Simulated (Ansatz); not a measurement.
## How a calculation on CuIr2S4 (I4_1/amd, 14 atoms in the cell) responds to its settings

```
Cu(IrS2)2
1.0
   -3.43225     3.43225     5.01285
    3.43225    -3.43225     5.01285
    3.43225     3.43225    -5.01285
Cu Ir S
2 4 8
Cartesian
  0.00000   0.00000   0.00000
  0.00000   3.43225   2.50643
  0.00000   1.71612   6.26606
  1.71612   0.00000   3.75964
  3.43225   1.71612   1.25321
  1.71612   3.43225  -1.25321
  0.00000   1.63375   3.92005
  1.79850   0.00000   1.41362
  3.43225   1.79850  -1.09280
  5.06600   0.00000   1.41362
  3.43225  -1.63375   3.59923
  1.79850   3.43225   1.09280
  3.43225   1.63375   3.59923
  1.63375   0.00000   6.10565
```

Base run A: PBEsol, default PAW files made with PBE (Ansatz, a first-principles code), self-consistent single point.

Its settings: kpoints.mp_grid.grid = 6 6 6; hamiltonian.xc = pbesol; hamiltonian.pseudopotentials = {kind: paw} (the program's default PAW files); scf.occupations.method = gaussian; scf.occupations.width = 0.05 eV.

The starting cell comes from a database of published, mostly measured structures (it also holds non-ambient and calculated ones), without a prior relaxation at this level. Spin polarisation is off. Ansatz's pressure includes its estimate of the finite-basis (Pulay) stress.

ΔF is the free energy per atom less that of run A. 

| run | scf.mixing.algorithm, scf.mixing.ndim | ΔF (meV/atom) | pressure (GPa) | largest force (eV/Å) | iterations |
|---|---|---|---|---|---|
| A | default (the program chose MSR1), default | 0.00 | -1.88 | 0.383 | 10 |
| B | anderson, default | 0.00 | -1.88 | 0.383 | 10 |
| C | anderson, 3 | 0.00 | -1.88 | 0.383 | 12 |
| D | broyden, default | 0.00 | -1.88 | 0.383 | 10 |
| E | broyden, 20 | 0.00 | -1.88 | 0.383 | 10 |
| F | msr1, default | 0.00 | -1.88 | 0.383 | 10 |
| G | msr1, 3 | 0.00 | -1.88 | 0.383 | 11 |

Runs B, C, D, E, F, G reached the same state as A (within 1 meV/atom).

Keys are those of Ansatz 0.2.
